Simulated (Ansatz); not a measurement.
## As (model structure, started from the lonsdaleite type, P6₃/mmc, No. 194, 4 atoms in the cell)

Method: PBEsol in Ansatz (PAW).

Settings: plane-wave cutoff 520 eV, 18×18×10 k mesh (along the axes of the cell as run), Fermi–Dirac smearing 0.05 eV, scalar-relativistic PAW data made under PBE.

Cell (relaxed at this level):

```cif
data_As4
_chemical_formula_sum 'As4'
_space_group_name_H-M_alt 'P63/mmc'
_space_group_IT_number 194
_space_group_name_Hall '-P 6c 2c'
_cell_length_a 4.54788
_cell_length_b 4.54788
_cell_length_c 5.65462
_cell_angle_alpha 90.000
_cell_angle_beta 90.000
_cell_angle_gamma 120.000
loop_
_atom_site_label
_atom_site_type_symbol
_atom_site_symmetry_multiplicity
_atom_site_Wyckoff_symbol
_atom_site_fract_x
_atom_site_fract_y
_atom_site_fract_z
_atom_site_occupancy
As1 As 4 f 0.33333 0.66667 0.03187 1
```

```json
{
 "band_gap": "none",
 "bulk_modulus": "44.8 GPa"
}
```

Note: the bulk modulus is −V dP/dV from two relaxed cells at ±2 % in volume; the relaxation could raise the start's symmetry but not lower it, so the cell can be a saddle point.

Spin–orbit coupling is not included.

Static lattice: no zero-point or thermal effects.

A model structure was made by putting elements into a prototype or built by hand; it is no filed structure, need not be a known phase, and can be a saddle point held by its symmetry.

Ansatz is a program for electronic structure.
